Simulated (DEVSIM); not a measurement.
System: Si p-i-n diode, at 300 K.

Layer 1 from the left is Si, thickness (μm) 0.680, Na (cm⁻³) 8.9e17, τn (s) 1.7e-7, τp (s) 1.7e-7. Layer 2 from the left is Si, thickness (μm) 34.0, Nd (cm⁻³) 6.3e12, τn (s) 1.7e-7, τp (s) 1.7e-7. Layer 3 from the left is Si, thickness (μm) 0.650, Nd (cm⁻³) 1.2e17, τn (s) 1.7e-7, τp (s) 1.7e-7.

Left contact: ohmic. Right contact: ohmic. Voltage is applied to the left contact. Recombination: SRH at mid-gap. Gap narrowing is on: ΔEg = 6.92 meV × (l + √(l² + 0.5)), l = ln(N/1.3e17 cm⁻³), shared equally by both band edges. Mobility is μmin + (μ − μmin)/(1 + (N/Nref)^α).

Constants are typed, rounded textbook-type inputs, not results; the design itself was drawn at random and stands for no fabricated device. Values at 300 K.

Si: gap (eV) 1.124, affinity (eV) 4.05, permittivity 11.7, Nc (cm⁻³) 2.86e19, Nv (cm⁻³) 3.1e19, μn (cm²/Vs) 1417, μp (cm²/Vs) 470, μn,min 52, μp,min 45, Nref,n 9.7e16, Nref,p 2.2e17, αn 0.68, αp 0.72.

Simulated with DEVSIM: 1D drift-diffusion, Boltzmann statistics, complete ionisation; no tunnelling, impact ionisation, image-force lowering or self-heating.

Q: What does the simulation give for the dark forward voltage at 100 A/cm², the dark forward voltage at 1 A/cm², the potential step across the device at zero bias?

A: dark forward voltage at 100 A/cm² 0.823 V; dark forward voltage at 1 A/cm² 0.593 V; potential step across the device at zero bias 0.875 V.
